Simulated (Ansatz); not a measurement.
## Migration barriers: interstitial H in rock-salt NaCl, charge state +1

System: interstitial H in rock-salt NaCl (charge state +1). The numbers are results of PBE, PAW (plane waves to 420 eV; Ansatz, a program for electronic structure), not measurements.

64-site cell at the relaxed PBE lattice, the Γ point alone, smearing 0.01 eV, spin-restricted, no finite-size correction. Energies are static. The charge state is imposed; whether it is stable for some Fermi level was not computed. Sites that were not tried may lie lower.

Barriers: single points on a 2×2×2 k-point mesh shifted by half a step at the bands' geometries.

```json
[
 {"Route": "a concerted move, in which H travels most", "Start site over the lowest site run (eV)": "0.00", "Hop (Å)": "2.04", "Forward barrier (eV)": "0.26", "Backward barrier (eV)": "0.26", "Neighbours at the start": "Cl at 1.56, Cl at 1.58 Å", "Neighbours at the saddle": "Cl at 1.33 Å", "Saddle order": "inconclusive, on a symmetry element", "Forward, on the band's own sampling (eV)": "0.26"},
 {"Route": "a concerted move, in which H travels most", "Start site over the lowest site run (eV)": "0.00", "Hop (Å)": "1.98", "Forward barrier (eV)": "0.26", "Backward barrier (eV)": "0.26", "Neighbours at the start": "Cl at 1.56, Cl at 1.58 Å", "Neighbours at the saddle": "Cl at 1.33 Å", "Saddle order": "inconclusive, on a symmetry element", "Forward, on the band's own sampling (eV)": "0.26"}
]
```

Paths come from nudged elastic bands with a climbing image.  A band can be held on a symmetry element, so unchecked saddle points there may be too high.

The whole set of runs took around 1.4 core-hours (rough).
